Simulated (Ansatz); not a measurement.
Consider this model of amorphous silicon carbide (Si₂₄C₄₀).

```
C5Si3
1.0
    8.40779    -0.08274     0.01683
   -0.08274     8.91101     0.00571
    0.01683     0.00571     8.51577
Si C
24 40
Cartesian
  7.62299   5.62497   1.42613
  4.30557   1.97345   6.01024
  0.29125   8.83307   1.55762
  6.13774   8.07448   2.10877
  5.17291   1.34258   0.64812
  0.91647   4.29202   3.39007
  4.53925   5.36318   5.01393
  3.77913   5.15301   2.10214
  2.33165   1.00887   0.42256
  1.81333   2.14921   3.50679
  7.09274   2.73629   1.96472
  4.57368   1.97150   2.79070
  6.28068   8.23104   6.02988
  7.73901   6.55007   3.89361
  7.43998   0.85371   4.41797
  1.34750   4.84877   5.85607
  3.28331   5.69657   7.85805
  1.23621   3.82958   0.35764
  8.35917   6.49566   7.51591
  1.27041   2.56145   6.18965
  7.56376   1.79280   7.58093
  6.74766   3.61237   5.07481
  2.60438   0.09904   4.38670
  3.06767   7.91941   1.87926
  2.87262   2.36702   1.98075
  7.90913   8.01354   5.06602
  7.41608   0.84703   2.51750
  3.01616   7.80357   6.67409
  6.65252   5.20401   8.24512
  2.63177   5.95554   4.88047
  5.85670   3.45326   3.29966
  6.34879   6.09226   2.73814
  2.60453   1.73828   5.26526
  1.78445   6.87976   2.63070
  5.45044   0.67405   5.05534
  4.27298   7.14181   7.06516
  4.93440   3.79156   6.04616
  4.52101   8.33699   2.85841
  0.87870   8.41686   7.21486
  0.97331   2.21053   8.03293
  3.08305   3.59912   1.08880
  5.83444   4.10567   8.44778
  6.38729   2.72783   0.21715
  0.38702   7.07736   2.31371
  4.53876   4.18280   7.55847
  4.77920   7.40227   8.46677
  3.94870   6.55782   0.82639
  1.41103   5.35315   7.69004
  5.73453   8.46523   0.28269
  6.55899   6.13733   7.19542
  7.83634   2.17737   5.70989
  5.43664   6.60162   6.21678
  3.77021   3.19147   8.32481
  3.86006   1.84670   7.92523
  4.43087   0.36632   3.93423
  0.06792   4.08501   1.77276
  2.21282   7.40406   5.46349
  8.16258   4.93794   4.77497
  8.19519   8.32931   8.23271
  6.84779   8.84776   7.75842
  2.29319   5.65926   3.31624
  2.22405   8.51197   7.60703
  0.70950   7.74860   5.92665
  5.29907   5.01063   3.21431
```

Methods: PBE, scalar-relativistic without spin-orbit coupling (Ansatz, a quantum-chemistry and plane-wave program); r2SCAN, scalar-relativistic without spin-orbit coupling (Ansatz). Neutral PBE cell, which sets geometry, pressure and energy: sampling: a 2×2×2 Γ-centred mesh; Fermi-Dirac width 0.05 eV; no spin polarisation.

The cell was made by melting and quenching with the CHGNet potential and then relaxed with DFT. The hot cell started wider than the set density and was brought back towards it in steps. It is the lowest in DFT energy of 2 quenches. It is a model cell: composition and starting density were chosen by hand, and all elements were melted together. No dispersion term was used. A short ab initio anneal came between quench and relaxation. Cooling ran many orders faster than in experiment, which tends to leave more defects and strain. A cell of this size samples the disorder only roughly. The volume was held where the preparation left it and the shape relaxed.

Give the pressure, the energy against reference phases and the spacing of the highest filled and lowest empty levels.


The pressure on a 2×2×2 Γ-centred mesh is 0.68 GPa and the largest force and stress component on that mesh (the relaxation ran on one k-point at (1/4, 1/4, 1/4)) comes out as 0.29 eV/Å and 1.0 GPa. The energy relative to 6H silicon carbide + graphite (lowest mix at this level among the phases computed, not always the ambient ones) is 0.665 eV/atom and the gap on a 2×2×2 Γ-centred mesh (PBE) is 0.35 eV. The gap at the zone centre (PBE) is 0.64 eV and the gap at the zone centre (r2SCAN) is 0.71 eV. The distance between the nearest levels spread over more than a fifth of the atoms or a third of the atoms of their main element (six at least) (PBE, zone centre) is 0.64 eV.

At PBE and the zone centre, how localised are the states just below and above the Fermi level (participation number: the atoms over which a state spreads)?

The highest filled state is spread over 28.5 atoms' worth, largest on C42, with weights by element (charge in smoothed Voronoi cells) C 0.68, Si 0.32. The lowest empty state is spread over 17.9 atoms' worth, largest on C38, with weights by element (charge in smoothed Voronoi cells) C 0.60, Si 0.40.

Bonds are counted up to Si-Si 2.66 Å, Si-C 2.24 Å, C-C 1.80 Å.

Added carriers, by PBE, scalar-relativistic without spin-orbit coupling run with Ansatz on one k-point at (1/4, 1/4, 1/4). Charged cells keep the cell fixed and stand in a uniform background, with no image correction, at a width of 0.01 eV; where the count is odd the moment is locked at 1 μB, unless the neutral cell bore moments. Each starts from the undistorted neutral geometry alone. PBE's self-interaction favours spread-out carriers, so it can miss traps that a hybrid finds.

What happens at PBE when the cell takes an extra electron and the atoms relax?

Relaxation lowers the charged cell by 0.19 eV. The largest moves are C38 0.19 Å, Si9 0.11 Å, Si24 0.08 Å, C32 0.05 Å. The level that holds the added charge spreads over 16.5 atoms' worth, most on C38 (weight 0.19): a partly localised carrier. No bond crosses its cut-off with a change of over 0.15 Å. Made neutral again at that geometry, the cell lies +0.21 eV from the neutral start (a closed shell was imposed there, with levels 0.26 eV apart, so this is an upper bound).

What happens at PBE when the cell takes a hole and the atoms relax?

Relaxation lowers the charged cell by 0.10 eV. The largest moves are C42 0.09 Å, C46 0.05 Å, C47 0.04 Å, Si19 0.04 Å. The level that was emptied spreads over 15.4 atoms' worth, most on C42 (weight 0.18): a partly localised carrier. No bond crosses its cut-off with a change of over 0.15 Å. Made neutral again at that geometry, the cell lies +0.12 eV from the neutral start (a closed shell was imposed there, with levels 0.41 eV apart, so this is an upper bound).

A PBE run started with 1 μB on atoms that lack a bond or may hold spare charge lost its moments; other starts weren't tried.
